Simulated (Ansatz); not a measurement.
Antifluorite Be₂C was calculated with PBE-D4 in Ansatz (plane waves, PAW).

Settings: plane-wave cutoff 520 eV, 14×14×14 k mesh, Fermi–Dirac smearing 0.01 eV, scalar-relativistic PAW data made under PBE.

Response to compression and expansion:

```tsv
V (Å³/atom)	P (GPa)	direct gap at Γ (eV)	smallest gap on the k mesh (eV)
6.234	14.40	4.289	1.205
6.367	9.17	4.249	1.196
6.500	4.40	4.211	1.188
6.632	0.04	4.172	1.179
6.765	-3.95	4.135	1.170
6.898	-7.59	4.098	1.161
7.030	-10.93	4.061	1.153
```

The fundamental gap (1.18 eV at the equilibrium volume, with added k points) lies elsewhere than Γ–Γ.

Ansatz is a program for electronic structure.
